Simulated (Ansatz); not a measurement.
Consider BaTiO3 in the cubic perovskite structure (space group Pm-3m, No. 221).

Method: Kohn–Sham DFT with the r2SCAN functional, run in Ansatz (a first-principles code) with PAW and 500 eV plane waves, spin-orbit coupling left out.

Measured: band gap 3.2 eV (temperature not stated; as listed in Yu-ichiro Matsushita, Kazuma Nakamura, Atsushi Oshiyama, Physical Review B (2011)).

Problem. What do the calculations give for these quantities, and how do they miss?

Solution. 
| level | band gap |
|---|---|
| r2SCAN | 2.17 eV |

Computed minus measured — band gap: r2SCAN -1.03 eV. Measured values not marked as corrected hold thermal and zero-point effects that the static-lattice runs lack. A measured gap can be an optical one, lowered by exciton binding. Levels without spin-orbit coupling miss its effect on the gap.

Whether these cells are dynamically stable was not tested. The final runs are not spin-polarised. Many cubic perovskites are stable only at high temperature; tilts and polar distortions were not tested. This is not the structure that BaTiO3 has at room temperature and ambient pressure.
